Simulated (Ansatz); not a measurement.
# AlN, response to strain

Start from AlN in the wurtzite structure (space group P6_3mc, No. 186; a = 3.1067 Å, c = 4.9785 Å). Axes: x lies along a and z along c of the hexagonal cell.

Strains are applied to the cell and any free atomic positions relax; under biaxial strain the out-of-plane vector relaxes too; under stress the whole cell relaxes.

Method: r2SCAN (Ansatz, a program for electronic structure), scalar-relativistic without spin-orbit coupling.

Notes on the quantities. pressure: mean of the normal stresses, compression positive; energy relative to the base: free energy F.

```json
[
 {"change": "base", "shortest interatomic distance": "1.888 Å", "pressure": "0.01 GPa", "band gap": "4.88 eV", "energy relative to the base": "0 meV/atom"},
 {"change": "biaxial strain +2.36 %, plane normal [001], relaxed out of plane", "shortest interatomic distance": "1.905 Å", "pressure": "-6.97 GPa", "band gap": "4.38 eV", "energy relative to the base": "–"},
 {"change": "isotropic strain +2.31 %", "shortest interatomic distance": "1.932 Å", "pressure": "-12.65 GPa", "band gap": "4.27 eV", "energy relative to the base": "+31 meV/atom"},
 {"change": "uniaxial strain ε_yy = +1.36 %", "shortest interatomic distance": "1.896 Å", "pressure": "-2.86 GPa", "band gap": "4.72 eV", "energy relative to the base": "+2.4 meV/atom"},
 {"change": "uniaxial strain ε_zz = −3.17 %", "shortest interatomic distance": "1.872 Å", "pressure": "6.64 GPa", "band gap": "4.97 eV", "energy relative to the base": "+12 meV/atom"},
 {"change": "uniaxial stress, 2 GPa tension along z", "shortest interatomic distance": "1.889 Å", "pressure": "–", "band gap": "4.88 eV", "energy relative to the base": "+0.4 meV/atom"}
]
```

Stability under load was not tested beyond the relaxation.
